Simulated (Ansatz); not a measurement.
**Several settings converged on LaP (I4mm, 2 atoms in the cell)**

```yaml
crystal:
  lattice:
    - [0.00000, 3.02415, 3.02415]
    - [3.02415, 0.00000, 3.02415]
    - [3.02415, 3.02415, 0.00000]
  atoms:
    - { symbol: La, position: [0.00827, 0.00827, 0.99173] }
    - { symbol: P, position: [0.50000, 0.50000, 0.50000] }
```

Base method: LDA (PW92), default PAW files made with PBE (plane waves; Ansatz, a first-principles code).

Base settings: basis.ecutwfc = 420 eV; kpoints.mp_grid.grid = 9 9 9; hamiltonian.xc = lda; hamiltonian.pseudopotentials = {kind: paw} (the program's default PAW files); scf.occupations.method = fermi_dirac; scf.occupations.width = 0.1 eV.

The count of work is k-points × plane waves × bands × iterations; it is no time. 

**The width of Fermi-Dirac smearing**

In this ladder: kpoints.mp_grid.grid = 15 15 15.

Narrow widths need finer meshes than wide ones, so the last steps can hold mesh noise.

Only quantities that move along the ladder and can be compared are tabulated; pressure and forces are left out, as mesh noise rules them at narrow widths.

```tsv
scf.occupations.width	free energy less the last step's (meV/atom)	energy extrapolated to zero width less the last step's (meV/atom)
1 eV	-1083.79	221.98
0.5 eV	-166.66	80.25
0.3 eV	-34.25	17.54
0.2 eV	-9.21	4.45
0.1 eV	0.00	0.00
```

Widest scf.occupations.width that holds the energy extrapolated to zero width within 2 meV/atom: not settled: the last two steps still differ by 4.4 meV/atom, over half the tolerance, so the ladder does not show it.

Widest scf.occupations.width that holds the free energy within 5 meV/atom: not settled: the last two steps still differ by 9.2 meV/atom, over half the tolerance, so the ladder does not show it.

**The width of Methfessel-Paxton smearing**

In this ladder: kpoints.mp_grid.grid = 15 15 15; scf.occupations.method = methfessel_paxton.

Narrow widths need finer meshes than wide ones, so the last steps can hold mesh noise.

Only quantities that move along the ladder and can be compared are tabulated; pressure and forces are left out, as mesh noise rules them at narrow widths.

```csv
scf.occupations.width,free energy less the last step's (meV/atom)
0.5 eV,5.77
0.3 eV,1.13
0.2 eV,0.27
0.1 eV,0.00
0.05 eV,0.00
```

Widest scf.occupations.width that holds the free energy within 5 meV/atom of the last step, with all finer ones: 0.3 eV; the step before is off by 5.8 meV/atom.

**The mesh under tetrahedron occupations**

In this ladder: scf.occupations.method = tetrahedron; scf.occupations.width = default.

Only quantities that move along the ladder and can be compared are tabulated.

| kpoints.mp_grid.grid | free energy less the last step's (meV/atom) | pressure (GPa) | largest difference of a force vector from the last step's (eV/Å) | count of work / last |
|---|---|---|---|---|
| 4 4 4 | 26.54 | -3.82 | 0.165 | 0.017 |
| 5 5 5 | 12.11 | -3.70 | 0.121 | 0.022 |
| 6 6 6 | 5.26 | -3.89 | 0.060 | 0.036 |
| 8 8 8 | 1.59 | -3.93 | 0.026 | 0.071 |
| 9 9 9 | 0.94 | -3.93 | 0.017 | 0.090 |
| 11 11 11 | 0.36 | -3.95 | 0.008 | 0.15 |
| 14 14 14 | 0.10 | -3.96 | 0.003 | 0.29 |
| 18 18 18 | 0.02 | -3.96 | 0.001 | 0.58 |
| 22 22 22 | 0.00 | -3.97 | 0.000 | 1.0 |

Coarsest kpoints.mp_grid.grid that holds the pressure within 0.1 GPa of the last step, with all finer ones: 6 6 6, at 0.036 of the last step's count of work; the step before is off by 0.26 GPa.

Coarsest kpoints.mp_grid.grid that holds the free energy within 2 meV/atom of the last step, with all finer ones: 8 8 8, at 0.071 of the last step's count of work; the step before is off by 5.3 meV/atom.

Coarsest kpoints.mp_grid.grid that holds the forces within 0.01 eV/Å of the last step, with all finer ones: 11 11 11, at 0.15 of the last step's count of work; the step before is off by 0.017 eV/Å.

On the base run: the starting cell comes from a database of computed structures (which also holds hypothetical and non-ambient phases and stackings), without a prior relaxation at this level. Its lattice was rescaled by up to half a per cent. One atom was moved a little off its site on purpose. In the base run, with a pressure of about -4 GPa the cell is away from its equilibrium volume at this level. Ansatz's pressure includes its estimate of the finite-basis (Pulay) stress.

Left out of this page: 4 runs of the series outside the window shown, repeating another row's setting, or not comparable; 1 run of the series unsound by tests on forces, stress, charge or solver warnings.

Keys are those of Ansatz 0.2.
